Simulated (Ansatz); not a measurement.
Results of PBE-D3(BJ) in Ansatz (plane waves, PAW) for L1₂ (Cu3Au-type) Al₃Sc.

Settings: plane-wave cutoff 520 eV, 16×16×16 k mesh, Fermi–Dirac smearing 0.077 eV (set by the program), scalar-relativistic PAW data made under PBE.

Computed at the level's own relaxed cell.

Elastic tensor (GPa, Voigt notation, ions relaxed):

```
  197.6    42.6    42.6     0.0     0.0     0.0
   42.6   197.6    42.6     0.0     0.0     0.0
   42.6    42.6   197.6     0.0     0.0     0.0
    0.0     0.0     0.0    82.2     0.0     0.0
    0.0     0.0     0.0     0.0    82.2     0.0
    0.0     0.0     0.0     0.0     0.0    82.2
```

Worked from these constants: the tetragonal shear constant is C′ = (C11 − C12)/2 = 77.5 GPa against C44 = 82.2 GPa, so the tetragonal shear is the softer. The Zener ratio C44/C′ is 1.06 (1 for an isotropic solid), and the Cauchy pressure C12 − C44 is -39.6 GPa. With C11 + 2C12 = 282.8 GPa all three Born conditions hold; they don't test modes at the zone boundary.

Note: the dispersion coefficients are held fixed in the derivatives.

The computed numbers hold no vibrational or temperature effects.

Ansatz is an electronic-structure program.
